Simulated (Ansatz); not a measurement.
Base system: GaSb in the zinc blende structure (space group F-43m, No. 216; a = 6.2134 Å).

Level of theory: DFT with PBE, PAW potentials and a 420 eV plane-wave cutoff in Ansatz (a first-principles code), without spin-orbit coupling.

Base values:

- Pressure = 0.0 GPa
- Band gap = zero

Now apply this change: an isotropic linear strain of +2.50 %, atoms relaxed at fixed cell.

Problem. Predict the new energy relative to the base, pressure and band gap.

Solution. The energy goes up by 21 meV/atom; the pressure goes from zero to -2.8 GPa; the band gap remains zero.

Spin-orbit coupling, missing from the scalar runs, can matter with Sb. Stability against distortions was not tested. All final runs are without spin polarisation. A zero or small gap of GaSb can be the functional's error rather than a property of the material.
